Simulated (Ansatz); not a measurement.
System: GaAlN₂ (P3m1, No. 156, 4 atoms in the cell; start mp-1228894). Method: r²SCAN0 (Ansatz, a first-principles code, plane waves, PAW).

Settings: plane-wave cutoff 520 eV, 9×9×6 k mesh (along the axes of the cell as run), Fermi–Dirac smearing 0.01 eV, scalar-relativistic PAW data made under PBE.

Cell (relaxed with PBEsol):

AlGaN$_{2}$ is taken in the trigonal space group P3m1 (No. 156), Pearson symbol hP4. Conventional cell: a = 3.1466 Å, b = 3.1466 Å, c = 5.0964 Å, α = 90.00°, β = 90.00°, γ = 120.00°. Al on 1a has 4 N at 1.898–1.906 Å (tetrahedral). Ga on 1c has 4 N at 1.934–1.960 Å (tetrahedral). N1 on 1c has 3 Al at 1.906 Å and 1 Ga at 1.960 Å (tetrahedral). N2 on 1a is surrounded by 1 Al at 1.898 Å and 3 Ga at 1.934 Å (tetrahedral). (Neighbours: up to the widest gap in distance over summed covalent radii, below 1.35, at either atom; cation-cation and far metal-metal contacts left out.)

Question: Give the computed band gap.

Answer: 
band gap: 5.23 eV (on the SCF k mesh)

Note: cell and atoms aren't relaxed at this level (largest force component 0.09 eV/Å, pressure -4.0 GPa).

Spin–orbit coupling is not included.

Computed values are for the static lattice.

Computing time: very roughly 3 core-minutes.

A start named mp-… is a Materials Project structure, which need not be a measured phase.
